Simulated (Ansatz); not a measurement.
Take BeS in the zinc blende structure (space group F-43m, No. 216; a = 4.8761 Å) as the base.

Calculations: PBE in Ansatz (plane waves to 420 eV, PAW, no spin-orbit coupling).

Base values:

```
Property                       Result
---------  --------------------------
Hole mass  0.34, 0.57, 0.57 mₑ (at Γ)
Pressure                     0.00 GPa
```

Modification: every lattice vector is shortened by 3.00 %; the atoms relax in the strained cell.

Predict the new hole mass.

The hole mass (degenerate bands, along [100]) becomes 0.35, 0.51, 0.51 mₑ (at Γ) (base: 0.34, 0.57, 0.57 mₑ (at Γ)).

What does the calculation give for the pressure after the change?

The pressure goes from zero to 10.09 GPa.

The levels and masses belong to the bands next to the band gap. Effective masses come from finite differences of ±0.01 Å⁻¹. Stability against distortions was not tested.

Ansatz is a program for electronic structure.
